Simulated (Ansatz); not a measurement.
Results of PBEsol in Ansatz (PAW) for C11b MoSi2.

Settings: plane-wave cutoff 520 eV, 28×28×28 k mesh, Fermi–Dirac smearing 0.039 eV (set by the program), no spin polarisation, scalar-relativistic PAW data made under PBE.

Cell (relaxed at this level):

```yaml
crystal:
  lattice:
    - [-1.59513, 1.59513, 3.91024]
    - [1.59513, -1.59513, 3.91024]
    - [1.59513, 1.59513, -3.91024]
  atoms:
    - { symbol: Si, position: [0.66490, 0.66490, 0.00000] }
    - { symbol: Si, position: [0.33510, 0.33510, 0.00000] }
    - { symbol: Mo, position: [0.00000, 0.00000, 0.00000] }
```

Task: Predict the elastic constant C12, Voigt–Reuss–Hill bulk modulus, elastic constant C13, elastic constant C11, elastic constant C33, elastic constant C44 and elastic constant C66.

Result: 
- elastic constant C12 = 121 GPa
- Voigt–Reuss–Hill bulk modulus = 219 GPa
- elastic constant C13 = 95.9 GPa
- elastic constant C11 = 416 GPa
- elastic constant C33 = 522 GPa
- elastic constant C44 = 206 GPa
- elastic constant C66 = 202 GPa

Measured, for comparison: elastic constant C12 104 GPa, elastic constant C13 83.8 GPa, elastic constant C11 417 GPa, elastic constant C33 514 GPa, elastic constant C44 204 GPa, elastic constant C66 194 GPa (temperature not stated, not corrected to a static lattice; as tabulated in Friák et al. (2018), doi:10.3390/nano8121057). Computed (rounded) less measured: elastic constant C12 +16 %, elastic constant C13 +14 %, elastic constant C11 -0.2 %, elastic constant C33 +2 %, elastic constant C44 +1.0 %, elastic constant C66 +4 %. A static lattice is as a rule a little smaller and stiffer than an uncorrected measurement, which narrows the difference in the elastic constant C33, elastic constant C66 and would widen misses of the other sign.

Elastic constants are with the ions relaxed.

Computed values are for the static lattice.

Ansatz is a first-principles code.
